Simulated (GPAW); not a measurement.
# A self-consistent single point of SnBr2 (P4_2/mnm, 6 atoms in the cell) with GPAW

Method of the run: PBEsol, GPAW PAW datasets PBEsol (made by gpaw-setup) (plane waves; GPAW 25.7.0).

The input file:

```python
from ase import Atoms
from ase.units import GPa
from gpaw import GPAW, PW, FermiDirac

atoms = Atoms(['Sn', 'Sn', 'Br', 'Br', 'Br', 'Br'],
              cell=[[6.978624, 0.000000, 0.000000],
                    [0.000000, 6.978624, 0.000000],
                    [0.000000, 0.000000, 4.382989]],
              scaled_positions=[[0.000000, 0.000000, 0.000000],
                                [0.500000, 0.500000, 0.500000],
                                [0.298660, 0.298660, 0.000000],
                                [0.701340, 0.701340, 0.000000],
                                [0.201340, 0.798660, 0.500000],
                                [0.798660, 0.201340, 0.500000]],
              pbc=True)

calc = GPAW(mode=PW(550),
            xc='PBEsol',
            kpts={'size': (3, 3, 4), 'gamma': True},
            occupations=FermiDirac(0.0),
            nbands=-8,
            convergence={'density': 1e-05, 'bands': -6},
            symmetry={'symmorphic': False, 'tolerance': 0.0005},
            maxiter=150,
            txt='-')

atoms.calc = calc

energy = atoms.get_potential_energy()
print('Energy (eV):', round(energy, 6))
forces = atoms.get_forces()
print('Forces (eV/Ang):')
print(forces.round(5))
stress = atoms.get_stress()
print('Stress (GPa, Voigt):', (stress / GPa).round(4))
```

Output (repeated stretches shortened):

```
Input parameters:
  convergence: {bands: -6,
                density: 1e-05}
  kpts: {gamma: True,
         size: (3, 3, 4)}
  maxiter: 150
  mode: {ecut: 550.0,
         name: pw}
  nbands: -8
  occupations: {fixmagmom: False,
                name: fermi-dirac,
                width: 0.0}
  symmetry: {symmorphic: False,
             tolerance: 0.0005}
  xc: PBEsol

species:
  Sn:
    name: Tin
    Z: 50.0
    valence: 14
    core: 36
    charge: 0.0
    file: Sn.PBEsol.gz

    # Using partial waves for Sn as LCAO basis

  Br:
    name: Bromine
    Z: 35.0
    valence: 7
    core: 28
    charge: 0.0
    file: Br.PBEsol.gz

    # Using partial waves for Br as LCAO basis

Reference energy: -619293.232946  # eV

Spin-paired calculation

Convergence criteria:
 Maximum [total energy] change in last 3 cyles: 0.0005 eV / valence electron
 Maximum integral of absolute [dens]ity change: 1e-05 electrons / valence electron
 Maximum integral of absolute [eigenst]ate change: 4e-08 eV^2 / valence electron
 Maximum number of scf [iter]ations: 150

Symmetries present (total): 16
Symmetries with fractional translations: 8
36 k-points: 3 x 3 x 4 Monkhorst-Pack grid + [0.000000,0.000000,1/8]
9 k-points in the irreducible part of the Brillouin zone
       k-points in crystal coordinates                weights
   0:     0.00000000    0.00000000    0.00000000          1/36
   1:     0.00000000    0.00000000    0.25000000          2/36
   2:     0.00000000    0.00000000    0.50000000          1/36
   [... 6 lines left out ...]

Wave functions: Plane wave expansion
  Cutoff energy: 550.000 eV
  Number of coefficients (min, max): 6228, 6265
  Pulay-stress correction: 0.000000 eV/Ang^3 (de/decut=0.000000)

Occupation numbers: # Zero width

Eigensolver

Densities:
  Coarse grid: 40*40*24 grid
  Fine grid: 80*80*48 grid
  Total Charge: 0.000000

Density mixing:
  Method: separate
  Backend: pulay
  Linear mixing parameter: 0.05
  old densities: 5
  Damping of long wavelength oscillations: 50

Hamiltonian:
  XC and Coulomb potentials evaluated on a 80*80*48 grid
  External potential:
    NoExternalPotential

XC parameters: PBEsol with 2 nearest neighbor stencil

Number of atoms: 6
Number of atomic orbitals: 34
Number of bands in calculation: 36
Number of valence electrons: 56
Bands to converge: 30

Density initialized from atomic densities
  34 bands from LCAO basis set
  2 bands from random numbers

Atomic positions and initial magnetic moments

Positions:
   0 Sn     0.000000    0.000000    0.000000    ( 0.0000,  0.0000,  0.0000)
   1 Sn     3.489312    3.489312    2.191495    ( 0.0000,  0.0000,  0.0000)
   2 Br     2.084236    2.084236    0.000000    ( 0.0000,  0.0000,  0.0000)
   3 Br     4.894388    4.894388    0.000000    ( 0.0000,  0.0000,  0.0000)
   4 Br     1.405076    5.573548    2.191495    ( 0.0000,  0.0000,  0.0000)
   5 Br     5.573548    1.405076    2.191495    ( 0.0000,  0.0000,  0.0000)

Unit cell:
           periodic     x           y           z      points  spacing
  1. axis:    yes    6.978624    0.000000    0.000000    40     0.1745
  2. axis:    yes    0.000000    6.978624    0.000000    40     0.1745
  3. axis:    yes    0.000000    0.000000    4.382989    24     0.1826

  Lengths:   6.978624   6.978624   4.382989
  Angles:   90.000000  90.000000  90.000000

Effective grid spacing dv^(1/3) = 0.1771

     iter     time        total  log10-change:
                         energy   eigst   dens
iter:   1 --:--:--   -21.087208   -0.09
iter:   2 --:--:--   -20.993992   -1.30  -1.33
iter:   3 --:--:--   -20.610071   -1.86  -1.38
iter:   4 --:--:--   -20.591751   -1.89  -1.62
iter:   5 --:--:--   -20.554695   -2.84  -1.80
iter:   6 --:--:--   -20.548209   -3.15  -2.19
iter:   7 --:--:--   -20.547305c  -4.75  -2.57
iter:   8 --:--:--   -20.546117c  -4.16  -2.63
iter:   9 --:--:--   -20.546109c  -5.88  -3.56
iter:  10 --:--:--   -20.546116c  -6.40  -3.63
iter:  11 --:--:--   -20.546112c  -6.32  -3.59
iter:  12 --:--:--   -20.546111c  -7.66c -4.12
iter:  13 --:--:--   -20.546111c  -8.36c -4.18
iter:  14 --:--:--   -20.546112c  -7.82c -4.24
iter:  15 --:--:--   -20.546111c  -7.87c -4.41
iter:  16 --:--:--   -20.546111c  -9.12c -4.67
iter:  17 --:--:--   -20.546111c  -8.96c -4.72
iter:  18 --:--:--   -20.546111c  -9.38c -5.11c

Converged after 18 iterations.

Dipole moment: (0.000000, 0.000000, -0.000000) |e|*Ang

Energy contributions relative to reference atoms: (reference = -619293.232946)

Kinetic:        +29.865104
Potential:      -31.854186
External:        +0.000000
XC:             -18.465869
Entropy (-ST):   +0.000000
Local:           -0.091161
SIC:             +0.000000
--------------------------
Free energy:    -20.546111
Extrapolated:   -20.546111

Showing only first 2 kpts
 Kpt  Band  Eigenvalues  Occupancy
  0    26      0.53044    2.00000
  0    27      1.81739    2.00000
  0    28      3.48785    0.00000
  0    29      3.48785    0.00000

  1    26      0.44130    2.00000
  1    27      1.95968    2.00000
  1    28      4.47056    0.00000
  1    29      4.61540    0.00000

Fermi level: 2.72376

Gap: 1.528 eV
Transition (v -> c):
  (s=0, k=1, n=27, [0.00, 0.00, 0.25]) -> (s=0, k=0, n=28, [0.00, 0.00, 0.00])
Direct/indirect transitions are different
Direct gap: 1.670 eV
Transition at: (s=0, k=0, n=27, [0.00, 0.00, 0.00])
Energy (eV): -20.546111

Forces in eV/Ang:
  0 Sn   -0.00000    0.00000    0.00000
  1 Sn   -0.00000    0.00000    0.00000
  2 Br   -0.00743   -0.00743    0.00000
  3 Br    0.00743    0.00743    0.00000
  4 Br    0.00743   -0.00743    0.00000
  5 Br   -0.00743    0.00743    0.00000

Stress tensor:
     0.000862     0.000000     0.000000
     0.000000     0.000862     0.000000
     0.000000     0.000000     0.001398
Stress (GPa, Voigt): [0.1381 0.1381 0.224  0.     0.     0.    ]
```

The run converged in 18 iterations. GPAW prints stress with tension positive.

The starting cell comes from a database of computed structures (which also holds hypothetical and non-ambient phases and stackings), without a prior relaxation at this level. Its lattice was rescaled by a random factor within 2.5 % of one.

Cost on one core of a shared machine: roughly 50 s.
